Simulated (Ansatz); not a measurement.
## PbS, carrier doping

Base system: PbS in the rock salt structure (space group Fm-3m, No. 225).

```yaml
crystal:
  lattice:
    - [0.00000, 3.00459, 3.00459]
    - [3.00459, 0.00000, 3.00459]
    - [3.00459, 3.00459, 0.00000]
  atoms:
    - { symbol: Pb, position: [0.00000, 0.00000, 0.00000] }
    - { symbol: S, position: [0.50000, 0.50000, 0.50000] }
```

Carriers are added at fixed cell with a uniform background; the Fermi–Dirac width is that of 300 K.

The values are results of PBE (Ansatz, a program for electronic structure), scalar-relativistic without spin-orbit coupling, not measurements.

Notes on the quantities. Fermi level from band edge: Fermi level relative to the doped band's edge (positive inside the band; to 0.05 eV).

| hole density (10^21 cm⁻³) | Fermi level from band edge (eV) |
|---|---|
| 0.5 | 0.35 |
| 1 | 0.40 |
| 2 | ? |
| 5 | 0.70 |

Problem. Fit E_F = C n^s, fitted as a line in log–log form (a parabolic band gives s = 2/3) to the rows shown and predict the withheld row.

Solution. Least squares on the printed values gives C = 0.42 eV, s = 0.31 (largest residual 0.02 eV); this predicts 0.52 eV, and the run gives 0.55 eV, in agreement.

Charged cell with a jellium background: band edges are those of the host's band count, energies are not comparable with the neutral cell, and many-body gap narrowing is missing. Whether these cells are dynamically stable was not tested. The base started in P3_121 and relaxed to Fm-3m at this level.
